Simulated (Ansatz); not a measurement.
**Element substitutions in MoSe2**

The reference is MoSe₂ in the 2H-MoS2 type structure (space group P6_3/mmc, No. 194; layered, stacked along the Cartesian z axis).

Space group P6₃/mmc (No. 194); a = b = 3.2277 Å, c = 12.3469 Å, α = β = 90.00°, γ = 120.00°

```json
[
 {"atom": "Mo", "site": "2c", "symmetry": "-6m2", "x": "0.3333", "y": "0.6667", "z": "0.2500"},
 {"atom": "Se", "site": "4f", "symmetry": "3m.", "x": "0.6667", "y": "0.3333", "z": "0.1147"}
]
```

Each row replaces one element on all its sites; cell and atoms are relaxed.

The values are results of Ansatz (a program for electronic structure) PBEsol-D3(BJ), scalar-relativistic without spin-orbit coupling, not measurements.

**Question.** Only one of these keeps a band gap. Which?
A) Se → Ge
B) Se → S
C) Mo → B

**Answer.** B, Se → S. Computed: Mo → B: zero; Se → S: 0.52 eV; Se → Ge: zero

No phonon test of stability was made. As relaxed here, BSe2 and MoGe2 are hypothetical phases, not in the database extracts checked. The final runs are not spin-polarised. MoGe2 has a high density of states at the Fermi level and may be magnetic at this level.
